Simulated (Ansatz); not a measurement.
Band structure of NbN (Pm-3m, 2 atoms in the cell).

```yaml
crystal:
  lattice:
    - [2.85272, 0.00000, 0.00000]
    - [0.00000, 2.85272, 0.00000]
    - [0.00000, 0.00000, 2.85272]
  atoms:
    - { symbol: Nb, position: [0.00000, 0.00000, 0.00000] }
    - { symbol: N, position: [0.50000, 0.50000, 0.50000] }
```

Level of theory: LDA (PW92) with spin-orbit coupling, default PAW files made with PBE (plane waves; Ansatz, an electronic-structure program).

Settings: kpoints.mp_grid.grid = 8 8 8; hamiltonian.xc = lda; hamiltonian.pseudopotentials = {kind: paw} (the program's default PAW files); magnetization.noncollinear = true; magnetization.spin_orbit = true; scf.occupations.method = cold; scf.occupations.width = 0.136 eV; kpoints.band_path.npoints = 10.

The starting cell was generated: these elements placed on a structure prototype, without a prior relaxation; it need not be a known phase or ordering of this composition. Its lattice was rescaled by a random factor within 2.5 % of one.

Levels in eV from the Fermi level, bands 15 to 22:
| point | 15 | 16 | 17 | 18 | 19 | 20 | 21 | 22 |
|---|---|---|---|---|---|---|---|---|
| Γ | -1.94 | -1.94 | -1.85 | -1.85 | -1.85 | -1.85 | 2.63 | 2.63 |
| X | -3.61 | -3.61 | -2.92 | -2.92 | 3.04 | 3.04 | 3.05 | 3.05 |
| M | -2.56 | -2.56 | -1.30 | -1.30 | 0.35 | 0.35 | 0.39 | 0.39 |
| R | -7.39 | -7.39 | 4.79 | 4.79 | 4.79 | 4.79 | 4.95 | 4.95 |

Bands cross the Fermi level along this path, so the cell is metallic at this level.

The net moment of the cell came out as 0.00 μB.

Keys are those of Ansatz 0.2.
